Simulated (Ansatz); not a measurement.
# Hf under a change: uniaxial strain ε_xx = +0.91 %

Start from Hf in the hcp (Mg type) structure (space group P6_3/mmc, No. 194; a = 3.198 Å, c = 5.047 Å). Axes: x lies along a and z along c of the hexagonal cell.

Modification: the cell is stretched by 0.91 % along x with no lateral relaxation; the atoms relax in the strained cell.

Computed with r2SCAN, PAW, 500 eV (Ansatz, a quantum-chemistry and plane-wave program; scalar-relativistic without spin-orbit coupling). Γ-centred 17×17×9 mesh, Fermi–Dirac width 0.05 eV.

The volume per atom grows by 0.20 Å³, from 22.35 Å³ to 22.55 Å³ and the space group becomes Cmcm (No. 63) (base: P6_3/mmc (No. 194)). The shortest interatomic distance increases by 0.008 bohr, from 5.909 bohr to 5.917 bohr and the energy goes up by 1.1 meV/atom. The band gap is still zero and the stress (xx, yy, zz, yz, xz, xy; compression positive) comes out as (-1.7, -0.6, -0.6, 0.0, 0.0, 0.0) GPa (rough).

Final structure:

```
Hf
1.0
    3.22702     0.00000     0.00000
   -1.61351     2.76947     0.00000
    0.00000     0.00000     5.04735
Hf
2
Direct
  0.33227   0.66455   0.75000
  0.66773   0.33545   0.25000
```

Without a gap, meshes like the base's 17×17×9 leave anisotropic stresses uncertain by several tenths of a GPa, and small strain energies with them. Whether these cells are dynamically stable was not tested. The final runs are not spin-polarised.
